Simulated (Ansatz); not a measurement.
Start from MgB₂ (space group P6/mmm, No. 191; a = 3.064 Å, c = 3.498 Å; relaxed with 0.1 eV smearing). Axes: x lies along a and z along c of the hexagonal cell.

Level of theory: plane-wave PAW DFT at the PBEsol level (Ansatz, a quantum-chemistry and plane-wave program, 420 eV), spin-orbit coupling left out.

The change: the cell is stretched by 1.50 % along z with no lateral relaxation; the atoms relax in the strained cell.

Q: How does this affect the stress and energy relative to the base?

A: The stress (xx, yy, zz, yz, xz, xy; compression positive) comes out as (-0.5, -0.5, -3.9, 0.0, 0.0, 0.0) GPa; the energy increases by 1.8 meV/atom.

Stability against distortions was not tested. The final runs are not spin-polarised.
